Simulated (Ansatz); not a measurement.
Functionals compared on OH on the 1x1 (111) surface of fcc Ir, one in a 2x2 cell, started at the site 'hollow Ir-Ir-Ir over Ir at depth 4.4 Å', in Ansatz (plane waves, PAW). The structure was relaxed with PBE; the other rows are single points on it, each with its references at the same level. Cutoff 420 eV (500 eV for r2SCAN).

Slab: 18 atoms, 6.6 Å thick at the start under the adsorbate (thin: gaps and levels are the slab's own); k 6x6x1, smearing 0.1 eV, dipole-corrected; 8 atoms held, the rest relaxed; start symmetry kept, larger cells not searched; no spin, no spin-orbit, no U, no dispersion correction. At the end it is bonded to 2 Ir. In PBE it is, or lies within 0.03 eV of, the lowest of the starts that converged. These notes are the PBE run's. Adsorption energies are against H2O(g) − ½ H2(g). A negative adsorption energy means that the adsorbate is more stable on the surface than in its reference.

```csv
functional,adsorption energy (eV),work function of the top face (eV),change of the work function (eV),rough cost of the single point
PBE,0.61,4.87,-0.62,–
RPBE,0.81,4.74,-0.59,very roughly 4 core-minutes
r2SCAN,0.44,4.97,-0.57,around 9 core-minutes (rough)
```

Ansatz is a first-principles code.
